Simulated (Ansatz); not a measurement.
```xyz
1
Lattice="0.0000 1.7064 1.7064 1.7064 0.0000 1.7064 1.7064 1.7064 0.0000" Properties=species:S:1:pos:R:3 pbc="T T T"
Cu     0.0000     0.0000     0.0000
```

No spin polarisation.

Method: LDA/PAW in Ansatz (a first-principles code), scalar-relativistic without spin-orbit coupling. k-mesh 32×32×32 (Γ-centred); smearing 0.1 eV (Fermi–Dirac).

### Question
What band gap does the calculation give?

### Answer
Zero.

### Question
Predict the pressure.

### Answer
21.6 GPa.

The cells carry an imposed strain or load. No phonon test of stability was made. The final runs are not spin-polarised. The cell was made from Cu in the fcc (Cu type) structure (space group Fm-3m, No. 225) by this change: isotropic strain −3.00 %.
